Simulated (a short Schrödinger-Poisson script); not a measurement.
# MOS inversion layer, SiO2 on p-type Ge(100)

System: MOS inversion layer, SiO2 on p-type Ge(100), at 300 K.

```tsv
layer	material	thickness (nm)	Na (cm⁻³)
1	SiO2	2.8	-
2	Ge	510	2e18
```

Constants are typed, rounded textbook-type inputs, not results; the design itself was drawn at random and stands for no fabricated device. SiO2: permittivity 3.9, conduction-band edge (eV) 3.1, gap (eV) 9, electron mass (mₑ) 0.5. Ge: permittivity 16, conduction-band edge (eV) 0, gap (eV) 0.664, Nv at 300 K (cm⁻³) 6e18.

Channel valleys (confinement mass, in-plane density-of-states mass, number): L4 0.12, 0.295, 4. At the gate the conduction-band edge of layer 1 lies 3.13 eV − eVg above the Fermi level of the channel; the field vanishes at the back. Gaps are held at their typed values at every temperature. Mesh 0.03 nm at interfaces.

Solved with a short Schrödinger-Poisson script written for these runs: 1D Poisson equation in equilibrium, electrons quantum, Hartree (BenDaniel-Duke, 12 states a valley, the channel's in-plane mass for all, wave functions ending at the dielectric), parabolic valleys, classical holes, full ionisation, no traps, pinning or gate leakage.

| Vg (V) | electrons (cm⁻²) | C (μF/cm²) | L4 E0 (meV) | L4 E1 (meV) |
|---|---|---|---|---|
| 0.3 | 2.91e6 | 0.469 | 395.8 | 509.6 |
| 0.4 | 2.18e7 | 0.448 | 343.5 | 466.8 |
| 0.5 | 1.80e8 | 0.430 | 288.8 | 420.6 |
| 0.6 | 1.61e9 | 0.416 | 232.2 | 371.8 |
| 0.7 | 1.48e10 | 0.430 | 174.8 | 321.6 |
| 0.8 | 1.08e11 | 0.567 | 123.2 | 276.2 |
| 0.9 | 4.03e11 | 0.769 | 88.9 | 246.6 |
| 1 | 8.58e11 | 0.878 | 68.9 | 230.3 |
| 1.1 | 1.39e12 | 0.933 | 55.9 | 220.4 |
| 1.2 | 1.96e12 | 0.964 | 46.4 | 213.7 |
| 1.3 | 2.56e12 | 0.984 | 38.9 | 208.9 |
| 1.4 | 3.17e12 | 0.999 | 32.7 | 205.3 |
| 1.5 | 3.79e12 | 1.01 | 27.4 | 202.4 |
| 1.6 | 4.42e12 | 1.02 | 22.8 | 200.2 |
| 1.7 | 5.06e12 | 1.03 | 18.6 | 198.3 |
| 1.8 | 5.70e12 | 1.03 | 14.8 | 196.8 |

Gate voltages with under 1e6 electrons/cm² are left out.

Subbands count from the Fermi level.

Only the L valleys are kept; under strong confinement the Δ valleys of Ge fill too.
